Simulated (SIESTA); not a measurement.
**Worked example: self-consistent single point of Mo2N (Imm2, 6 atoms in the cell) in SIESTA**

Level of theory: GGA PBEsol, numerical atomic orbitals DZP, PseudoDojo PBEsol standard norm-conserving potentials (rewritten from UPF to PSML) in SIESTA.

The input file:

```
# files in the folder: Mo.psml N.psml (PseudoDojo PBEsol standard)
SystemName  Mo2N
SystemLabel Mo2N

NumberOfAtoms                6
NumberOfSpecies              2
%block ChemicalSpeciesLabel
  1 42 Mo
  2 7 N
%endblock ChemicalSpeciesLabel
LatticeConstant              1.0 Ang
%block LatticeVectors
    -2.134168000    2.134168000    3.987015000
     2.134168000   -2.134168000    3.987015000
     2.134168000    2.134168000   -3.987015000
%endblock LatticeVectors
AtomicCoordinatesFormat      Ang
%block AtomicCoordinatesAndAtomicSpecies
     0.000000000    2.134168000    3.933030817  1
     0.000000000   -0.000000000    1.889526149  1
    -0.000000000    0.000000000    6.084503851  1
    -0.000000000    2.134168000    0.103981351  1
     2.134168000    0.000000000    1.993507500  2
     0.000000000    0.000000000    3.987015000  2
%endblock AtomicCoordinatesAndAtomicSpecies

XC.functional                GGA
XC.authors                   PBEsol
PAO.BasisSize                DZP
PAO.EnergyShift              0.005 Ry
MeshCutoff                   400 Ry
%block kgrid.MonkhorstPack
    5   0   0  0.0
    0   5   0  0.0
    0   0   5  0.0
%endblock kgrid.MonkhorstPack
OccupationFunction           MP
OccupationMPOrder            0
ElectronicTemperature        1160.45 K

MaxSCFIterations             150
SCF.Mixer.Method             Broyden
SCF.Mixer.Weight             0.1
SCF.Mixer.History            6
SCF.DM.Tolerance             1.0E-05
Diag.ParallelOverK           true
WriteForces                  true
```

Output (repeated stretches shortened):

```
reinit: Reading from file input.fdf

reinit: System Name: Mo2N
reinit: System Label: Mo2N

coor:   Atomic-coordinates input format  =     Cartesian coordinates
coor:                                          (in Angstroms)

siesta: Atomic coordinates (Bohr) and species
siesta:      0.00000   4.03299   7.43235  1        1
siesta:      0.00000  -0.00000   3.57069  1        2
siesta:     -0.00000   0.00000  11.49805  1        3
siesta:     -0.00000   4.03299   0.19650  1        4
siesta:      4.03299   0.00000   3.76718  2        5
siesta:      0.00000   0.00000   7.53437  2        6

siesta: System type = bulk

initatomlists: Number of atoms, orbitals, and projectors:      6   102    88

siesta: ******************** Simulation parameters ****************************
redata: Spin configuration                          = none
redata: Time-Reversal Symmetry                      = T
redata: Number of Atomic Species                    =        2
redata: Mesh Cutoff                                 =   400.0000 Ry
redata: Net charge of the system                    =     0.0000 |e|
redata: Min. number of SCF Iter                     =        0
redata: Max. number of SCF Iter                     =      150
redata: SCF convergence failure will abort job
redata: SCF mix quantity                            = Hamiltonian
redata: Mix DM or H after convergence               =   F
redata: Recompute H after scf cycle                 =   F
redata: Mix DM in first SCF step                    =   T
redata: No kicks to SCF
redata: DM Mixing Weight for Kicks                  =     0.5000
redata: Require Harris convergence for SCF          =   F
redata: Harris energy tolerance for SCF             =     0.000100 eV
redata: Require DM convergence for SCF              =   T
redata: DM tolerance for SCF                        =     0.000010
redata: Require EDM convergence for SCF             =   F
redata: EDM tolerance for SCF                       =     0.001000 eV
redata: Require H convergence for SCF               =   T
redata: Hamiltonian tolerance for SCF               =     0.001000 eV
redata: Require (free) Energy convergence for SCF   =   F
redata: (free) Energy tolerance for SCF             =     0.000100 eV
redata: Using DFT-D3 dispersion                     =   F
redata: Using Saved Data (generic)                  =   F
redata: Method of Calculation                       = Diagonalization
redata: Electronic Temperature                      =  1160.4500 K
redata: Number of TDED substeps                     =        3
redata: Dynamics option                             = Single-point calculation
redata: Save all siesta data in one NC              =   F
redata: ***********************************************************************

%block SCF.Mixers
  Broyden
%endblock SCF.Mixers

%block SCF.Mixer.Broyden
  # Mixing method
  method broyden

  # Mixing options
  weight 0.1000
  weight.linear 0.1000
  weight.prime 0.1000
  history 6
%endblock SCF.Mixer.Broyden

DM_history_depth set to one: no extrapolation allowed by default for geometry relaxation
Size of DM history Fstack: 1
Total number of electrons:    66.000000
Total ionic charge:    66.000000

* ProcessorY, Blocksize:    1  64

* Orbital distribution balance (max,min):   102   102

 Kpoints in:           75 . Kpoints trimmed:           63

siesta: k-grid: Number of k-points = 63
siesta: k-points from Monkhorst-Pack grid
siesta: k-cutoff (effective) =    10.671 Ang
siesta: k-point supercell and displacements
siesta: k-grid:     5     0     0      0.000
siesta: k-grid:     0     5     0      0.000
siesta: k-grid:     0     0     5      0.000

diag: Algorithm                                     = D&C
diag: Parallel over k                               =   F
diag: Use parallel 2D distribution                  =   F
diag: Parallel block-size                           = 64
diag: Parallel distribution                         =     1 x     1
diag: Used triangular part                          = Lower
diag: Absolute tolerance                            =  0.100E-15
diag: Orthogonalization factor                      =  0.100E-05
diag: Memory factor                                 =  1.0000

superc: Internal auxiliary supercell:     7 x     7 x     7  =     343
superc: Number of atoms, orbitals, and projectors:   2058  34986  30184

                        Single-point calculation

superc: Internal auxiliary supercell:     7 x     7 x     7  =     343
superc: Number of atoms, orbitals, and projectors:   2058  34986  30184

outcell: Unit cell vectors (Ang):
       -2.134168    2.134168    3.987015
        2.134168   -2.134168    3.987015
        2.134168    2.134168   -3.987015

outcell: Cell vector modules (Ang)   :    5.000563    5.000563    5.000563
outcell: Cell angles (23,13,12) (deg):    129.4725    129.4725     74.2514
outcell: Cell volume (Ang**3)        :     72.6382
new_DM -- step:     1
Initializing Density Matrix...

Attempting to read DM from file... Failed...
DM filled with atomic data:

InitMesh: MESH = 50 x 50 x 48 = 120000
InitMesh: Mesh cutoff (required, used) =   400.000   435.870 Ry

stepf: Methfessel-Paxton step function
       Using Hermite-Gauss polynomials of order  0

        iscf     Eharris(eV)        E_KS(eV)     FreeEng(eV)     dDmax    Ef(eV) dHmax(eV)
   scf:    1    -8124.439035    -8194.675917    -8194.695144  0.922537 -2.751825 11.445201
   scf:    2    -8210.928494    -8203.447781    -8203.468359  0.145539 -3.029858  6.863639
   scf:    3    -8212.668172    -8210.566028    -8210.589627  0.283063 -3.577466  1.889962
   scf:    4    -8205.106781    -8208.995871    -8209.025189  0.275517 -3.886429  5.282452
   scf:    5    -8212.246096    -8211.047277    -8211.077430  0.096667 -4.036557  1.550078
   scf:    6    -8211.317280    -8211.208231    -8211.237592  0.023745 -4.071333  0.610566
   [... 5 lines left out ...]
   scf:   12    -8211.241162    -8211.241153    -8211.269979  0.000462 -4.122270  0.000685
   scf:   13    -8211.241156    -8211.241155    -8211.269979  0.000071 -4.122391  0.000479
   scf:   14    -8211.241156    -8211.241155    -8211.269979  0.000017 -4.122417  0.000353
   scf:   15    -8211.241156    -8211.241156    -8211.269979  0.000011 -4.122430  0.000283
   scf:   16    -8211.241156    -8211.241156    -8211.269979  0.000009 -4.122441  0.000255

SCF Convergence by DM+H criterion
max |DM_out - DM_in|         :     0.0000088462
max |H_out - H_in|      (eV) :     0.0002548148
SCF cycle converged after 16 iterations

Using DM_out to compute the final energy and forces

siesta: E_KS(eV) =            -8211.2412

siesta: E_KS - E_eggbox =     -8211.2412

siesta: Atomic forces (eV/Ang):
     1    0.000139    0.001582   -0.739730
     2   -0.000126    0.000928    0.005981
     3   -0.001035   -0.000028   -0.006129
     4    0.001477   -0.000152    0.226180
     5   -0.000386    0.000215    0.522799
     6   -0.000190    0.000070    0.005155
   Tot   -0.000122    0.002614    0.014256
   Max    0.739730
   Res    0.220074    sqrt( Sum f_i^2 / 3N )
   Max    0.739730    constrained

Stress tensor Voigt[x,y,z,yz,xz,xy] (kbar):       48.62       49.07       28.70       -0.03       -0.02        0.11
(Free)E + p*V (eV/cell)    -8213.1801
Target enthalpy (eV/cell)    -8211.2700

siesta: Program's energy decomposition (eV):
siesta: Ebs     =     -1818.448592
siesta: Eions   =     14456.500291
siesta: Ena     =      3742.836453
siesta: Ekin    =      2799.451066
siesta: Enl     =       874.738471
siesta: Eso     =         0.000000
siesta: Edftu   =         0.000000
siesta: DEna    =       103.144705
siesta: DUscf   =         5.034399
siesta: DUext   =         0.000000
siesta: Ex      =     -1173.313020
siesta: Ec      =      -106.632939
siesta: Exc     =     -1279.945959
siesta: Eharris =     -8211.241156
siesta: Etot    =     -8211.241156
siesta: FreeEng =     -8211.269979

siesta: Atomic forces (eV/Ang):
siesta:      1    0.000139    0.001582   -0.739730
siesta:      2   -0.000126    0.000928    0.005981
siesta:      3   -0.001035   -0.000028   -0.006129
siesta:      4    0.001477   -0.000152    0.226180
siesta:      5   -0.000386    0.000215    0.522799
siesta:      6   -0.000190    0.000070    0.005155
siesta: ----------------------------------------
siesta:    Tot   -0.000122    0.002614    0.014256

siesta: Stress tensor (static) (eV/Ang**3):
siesta:     0.030349    0.000070   -0.000013
siesta:     0.000070    0.030626   -0.000017
siesta:    -0.000013   -0.000017    0.017914

siesta: Cell volume =         72.638199 Ang**3

siesta: Pressure (static):
siesta:                Solid            Molecule  Units
siesta:          -0.00028640         -0.00019187  Ry/Bohr**3
siesta:          -0.02629639         -0.01761670  eV/Ang**3
siesta:         -42.13146169        -28.22505907  kBar
```

The run converged in 16 iterations.

The starting cell comes from a database of computed structures (which also holds hypothetical and non-ambient phases and stackings), without a prior relaxation at this level. Its lattice was rescaled by up to half a per cent. One atom was moved a little off its site on purpose. Spin polarisation is off. Values carry the incompleteness of an atom-centred basis. With a pressure of about -4 GPa the cell is away from its equilibrium volume at this level.

Cost on one core of a shared machine: roughly 2 min.
